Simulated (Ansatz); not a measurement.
## WS2, pressure series

Start from WS₂ (space group P6_3/mmc, No. 194; a = 3.115 Å, c = 11.772 Å; layered, stacked along the Cartesian z axis).

Cell and atoms are relaxed at each pressure.

All numbers come from Kohn–Sham DFT with the PBEsol-D3(BJ) functional, run in Ansatz (a first-principles code) with PAW and 420 eV plane waves, no spin-orbit coupling.

Candidates:
(a) pressure 7.5 GPa
(b) pressure 1.5 GPa
(c) pressure 0.7 GPa
(d) pressure 10 GPa
(e) pressure 5 GPa

For the base:

| Item | Result |
|---|---|
| c/a ratio | 3.780 |

Q: Order them by c/a ratio, highest first.

A: (c) pressure 0.7 GPa (3.764), (b) pressure 1.5 GPa (3.748), (e) pressure 5 GPa (3.703), (a) pressure 7.5 GPa (3.684), (d) pressure 10 GPa (3.670)

Load acts through the strain it causes; cell and atoms are relaxed under it. No phonon test of stability was made. No other phases were tried under pressure.
